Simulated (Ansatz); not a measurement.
The starting structures come from a database of crystals and need not be the phases stable at ambient conditions.

 Where the default PAW files enter, the runs use the earlier of Ansatz's two default sets.

By LDA, the system below comes out a metal.

Here is the system:

```
Ti
1.0
    4.59851     0.00000     0.00000
   -2.29926     3.98243     0.00000
    2.29926     1.32748     0.93867
Ti
1
Cartesian
  0.00000   0.00000   0.00000
```

Space group of this cell: Im-3m, bcc (W type). The cell is taken as given; by LDA its mean pressure is -8.5 GPa.

The current flows along the normal of the first two printed cell vectors, the (111) plane of the conventional cell. No spin-orbit coupling; the value is a mean over 0.1 eV about the Fermi level.

Question: Give the ballistic conductance per area that LDA run with Ansatz (an electronic-structure program) yields.

Answer: 1.6 × 10¹⁵ S/m² for both spins.
